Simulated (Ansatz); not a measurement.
AlN: pressure series

The reference is AlN in the wurtzite structure (space group P6_3mc, No. 186; a = 3.1298 Å, c = 5.0173 Å).

Cell and atoms are relaxed at each pressure.

Method: PBE, PAW, 420 eV (Ansatz, an electronic-structure program; no SOC), earlier PAW set.

```json
[
 {"pressure (GPa)": "-2", "volume per atom (Å³/atom)": "10.754"},
 {"pressure (GPa)": "-1", "volume per atom (Å³/atom)": "10.697"},
 {"pressure (GPa)": "0", "volume per atom (Å³/atom)": "10.641"},
 {"pressure (GPa)": "0.9", "volume per atom (Å³/atom)": "10.592"},
 {"pressure (GPa)": "2.1", "volume per atom (Å³/atom)": "10.529"},
 {"pressure (GPa)": "4.5", "volume per atom (Å³/atom)": "10.406"},
 {"pressure (GPa)": "9", "volume per atom (Å³/atom)": "?"},
 {"pressure (GPa)": "15", "volume per atom (Å³/atom)": "9.940"},
 {"pressure (GPa)": "30", "volume per atom (Å³/atom)": "9.410"}
]
```

### Question
Fit the third-order Birch–Murnaghan form P(V) = (3B₀/2)[(V₀/V)^(7/3) − (V₀/V)^(5/3)]·[1 + (3/4)(B₀′ − 4)((V₀/V)^(2/3) − 1)] (squares taken in P) to the rows shown and predict the withheld row.

### Answer
Least squares on the printed values gives V₀ = 10.641 Å³/atom, B₀ = 193 GPa, B₀′ = 3.8; this predicts 10.194 Å³/atom, and the run gives 10.194 Å³/atom, in agreement.

Load acts through the strain it causes; cell and atoms are relaxed under it. No phonon test of stability was made. Measured, AlN leaves this structure (for rock salt) near 14 GPa (temperature not stated; as listed in Datta, Sujoy, Jana, Debnarayan, arXiv (2020)), on rising pressure, with hysteresis.
